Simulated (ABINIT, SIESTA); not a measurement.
An ABINIT input for a self-consistent single point of BeTe (F-43m, 2 atoms in the cell) (DFT, PBE, plane waves, norm-conserving pseudopotentials (PseudoDojo nc-sr-05 PBE standard)):

```
# BeTe, PseudoDojo nc-sr-05 PBE standard
pp_dirpath "./"
pseudos "Be.upf, Te.upf"
acell 3*1.0 Angstrom
rprim
        -0.0000000000    2.8150000000    2.8150000000
         2.8150000000   -0.0000000000    2.8150000000
         2.8150000000    2.8150000000   -0.0000000000
natom 2
ntypat 2
znucl 4 52
typat 1 2
xred
         0.0000000000    0.0000000000    0.0000000000
         0.2500000000    0.2500000000    0.2500000000
ecut 44
occopt 3
tsmear 0.01 eV
nband 15
kptopt 1
ngkpt 5 5 5
nshiftk 1
shiftk 0 0 0
nstep 50
toldfe 1.0e-09
prtwf 0
prtden 0
enunit 1
```

Question: Give the SIESTA input for the same structure, mesh, smearing and functional.

Answer: This is the input that was run; spellings and numerical settings could be chosen otherwise.

```
# files in the folder: Be.psml Te.psml (PseudoDojo PBE standard)
SystemName  BeTe
SystemLabel bete

NumberOfAtoms                2
NumberOfSpecies              2
%block ChemicalSpeciesLabel
  1 4 Be
  2 52 Te
%endblock ChemicalSpeciesLabel
LatticeConstant              1.0 Ang
%block LatticeVectors
     0.000000000    2.815000000    2.815000000
     2.815000000    0.000000000    2.815000000
     2.815000000    2.815000000    0.000000000
%endblock LatticeVectors
AtomicCoordinatesFormat      ScaledCartesian
%block AtomicCoordinatesAndAtomicSpecies
     0.000000000    0.000000000    0.000000000  1
     1.407500000    1.407500000    1.407500000  2
%endblock AtomicCoordinatesAndAtomicSpecies

XC.functional                GGA
XC.authors                   PBE
PAO.BasisSize                DZP
PAO.EnergyShift              0.01 Ry
PAO.Polarization.NonPerturbative true
MeshCutoff                   300 Ry
%block kgrid.MonkhorstPack
    5   0   0  0.0
    0   5   0  0.0
    0   0   5  0.0
%endblock kgrid.MonkhorstPack
OccupationFunction           FD
ElectronicTemperature        0.01 eV

MaxSCFIterations             150
SCF.Mixer.Method             Pulay
SCF.Mixer.Weight             0.2
SCF.Mixer.History            6
SCF.DM.Tolerance             1.0E-04
Diag.ParallelOverK           true
WriteForces                  true
```

Basis settings and potentials, where a program has them, do not carry over. This input uses DFT, GGA PBE, numerical atomic orbitals DZP, PseudoDojo PBE standard norm-conserving potentials (rewritten from UPF to PSML). Both were run: pressure 1.24 GPa in ABINIT and -1.60 in SIESTA; gap on the mesh 2.090 eV in ABINIT and 2.185 in SIESTA.

On SIESTA: the starting cell has typed, rounded lattice constants, without a prior relaxation at this level. Spin-orbit coupling is off. Values carry the incompleteness of an atom-centred basis. Another mesh or the band path of this cell gives a smaller gap, so this value is not converged in the mesh.

On ABINIT: the starting cell has typed, rounded lattice constants, without a prior relaxation at this level. Spin-orbit coupling is off.
